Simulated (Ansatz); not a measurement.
Take BN in the wurtzite structure (space group P6_3mc, No. 186) as the base.

```
BN
1.0
    2.54100     0.00000     0.00000
   -1.27050     2.20057     0.00000
    0.00000     0.00000     4.20330
B N
2 2
Direct
  0.33333   0.66667   0.00027
  0.66667   0.33333   0.50027
  0.33333   0.66667   0.37473
  0.66667   0.33333   0.87473
```

Cartesian axes are those of the cell as printed.

Calculations: Ansatz (an electronic-structure program) PBEsol, no spin-orbit coupling.

Modification: the cell is stretched by 3.00 % along z with no lateral relaxation, atoms relaxed at fixed cell.

Question: Predict the stress tensor and what it implies for the stiffness.

Answer: Stress of the strained cell less that of the base (GPa, compression positive):
```
  -1.60    0.00    0.00
   0.00   -1.60    0.00
   0.00    0.00  -27.96
```

Then −Δσ_ii/ε with ε = 0.0300 gives secant stiffness values (nonlinear terms included at this strain): C33 ≈ 932 GPa, C13 ≈ 53 GPa and C23 ≈ 53 GPa.

As a check, the harmonic strain energy −½ V₀ Δσ:ε is 15 meV/atom; the computed energy rise is 16 meV/atom.

Whether these cells are dynamically stable was not tested.
